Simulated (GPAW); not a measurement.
Input and output of a self-consistent single point for Cs (Im-3m, 1 atom in the cell) (GPAW).

Level of theory: PBEsol, GPAW PAW datasets PBEsol (made by gpaw-setup) (plane waves; GPAW 25.7.0).

```xyz
1
Lattice="-3.0347 3.0347 3.0347 3.0347 -3.0347 3.0347 3.0347 3.0347 -3.0347" Properties=species:S:1:pos:R:3 pbc="T T T"
Cs     0.0000     0.0000     0.0000
```

Reference input (self-consistent single point, DFT PBEsol, plane waves, GPAW PAW datasets PBEsol (made by gpaw-setup)): mode = pw; ecut = 550 eV; xc = PBEsol; kpts = 5 5 5; mesh shift (steps) = 0 0 0; occupations.name = methfessel-paxton; occupations.width = 0.1 eV; occupations.order = 0; nbands = -9; symmetry.symmorphic = false; symmetry.tolerance = 0.0005; maxiter = 120. This run's input differs from it in these lines:

```diff
@@ -2,3 +2,3 @@
 from ase.units import GPa
-from gpaw import GPAW, PW
+from gpaw import GPAW, PW, FermiDirac
 
@@ -13,4 +13,4 @@
             xc='PBEsol',
-            kpts=(5, 5, 5),
-            occupations={'name': 'methfessel-paxton', 'width': 0.1, 'order': 0},
+            kpts={'size': (8, 8, 8), 'gamma': True},
+            occupations=FermiDirac(1.0),
             nbands=-9,
```

Output, abridged:

```
     iter     time        total  log10-change:
                         energy   eigst   dens
iter:   1 --:--:--    -1.483883
iter:   2 --:--:--    -1.493956   -1.09  -1.01
iter:   3 --:--:--    -1.198648   -1.46  -1.05
iter:   4 --:--:--    -1.179662   -2.33  -1.71
iter:   5 --:--:--    -1.179814   -3.15  -1.93
iter:   6 --:--:--    -1.172655   -3.26  -2.03
iter:   7 --:--:--    -1.172452   -4.12  -2.60
iter:   8 --:--:--    -1.172762c  -4.54  -2.63
iter:   9 --:--:--    -1.172045c  -4.47  -2.52
iter:  10 --:--:--    -1.172028c  -5.32  -3.93
iter:  11 --:--:--    -1.172047c  -5.52  -3.82
iter:  12 --:--:--    -1.172018c  -5.65  -3.74
iter:  13 --:--:--    -1.172015c  -5.98  -3.83
iter:  14 --:--:--    -1.172044c  -5.95  -3.80
iter:  15 --:--:--    -1.172048c  -6.03  -4.11c
iter:  16 --:--:--    -1.172075c  -6.00  -4.23c
iter:  17 --:--:--    -1.172071c  -6.13  -4.28c
iter:  18 --:--:--    -1.172068c  -6.19  -4.57c
iter:  19 --:--:--    -1.172065c  -6.00  -4.59c
   [... 12 lines left out ...]
iter:  32 --:--:--    -1.172047c  -7.16  -5.91c
iter:  33 --:--:--    -1.172047c  -7.25  -6.17c
iter:  34 --:--:--    -1.172047c  -7.27  -6.27c
iter:  35 --:--:--    -1.172047c  -7.37  -6.30c
iter:  36 --:--:--    -1.172047c  -7.49c -6.32c
Converged after 36 iterations.

Dipole moment: (0.000000, 0.000000, 0.000000) |e|*Ang

Energy contributions relative to reference atoms: (reference = -211715.069452)

Kinetic:         -0.583070
Potential:       +2.060505
External:        +0.000000
XC:              -1.271950
Entropy (-ST):   -2.697652
Local:           -0.028706
SIC:             +0.000000
--------------------------
Free energy:     -2.520873
Extrapolated:    -1.172047

Showing only first 2 kpts
 Kpt  Band  Eigenvalues  Occupancy
  0     2     -8.42887    1.99984
  0     3     -8.42887    1.99984
  0     4      0.33373    1.32888
  0     5      4.58252    0.05500

  1     2     -8.43644    1.99984
  1     3     -8.42892    1.99984
  1     4      0.51072    1.24781
  1     5      4.38993    0.06630

Fermi level: 1.01687

No gap
No difference between direct/indirect transitions
Energy (eV): -1.172047

Forces in eV/Ang:
  0 Cs    0.00000    0.00000    0.00000

Stress tensor:
    -0.002360     0.000000     0.000000
     0.000000    -0.002360    -0.000000
     0.000000    -0.000000    -0.002360
Stress (GPa, Voigt): [-0.3781 -0.3781 -0.3781 -0.      0.      0.    ]
```

The run converged in 36 iterations. GPAW prints stress with tension positive. Against the reference run the free energy goes down by 1.60 eV/atom and the pressure goes from -0.07 to 0.38 GPa.

The starting cell has typed, rounded lattice constants, without a prior relaxation at this level. Its lattice was rescaled by up to half a per cent.

Cost on one core of a shared machine: roughly 60 s.
